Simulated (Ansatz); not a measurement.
For Sb₂TeO₂ (model structure, started from the Bi2O2Se type, I4/mmm, No. 139, 5 atoms in the cell), LDA (Ansatz, a quantum-chemistry and plane-wave program, plane waves, PAW) gives:

* **lattice parameter a**: 3.827 Å
* **c axis length**: 12.177 Å
* **bulk modulus B0**: 85.7 GPa
* **cohesive energy**: 4.62 eV/atom

Problem. What does PBE (Ansatz, PAW) give for the same quantities?

Solution. 
- lattice constant a: 3.902 Å (increases by 2.0 %)
- lattice parameter c: 12.580 Å (grows by 3.3 %)
- bulk modulus: 71.7 GPa (drops by 16 %)
- cohesive energy: 3.55 eV/atom (drops by 1.07 eV/atom)

Changes are worked out from the printed values.

Unless a cell is named, each level is at its own relaxed cell (LDA 17.83, PBE 19.15 Å³/atom).

Levels without +SOC leave out spin–orbit coupling, which shifts energies and cells of such heavy elements.

Caveats: the bulk modulus is −V dP/dV from two relaxed cells at ±2 % in volume (LDA, PBE). Ansatz's density-functional and Hartree–Fock values are scalar-relativistic unless marked +SOC, with PAW data made under PBE.

A model structure was made by putting elements into a prototype or built by hand; it is no filed structure, need not be a known phase, and can be a saddle point held by its symmetry.
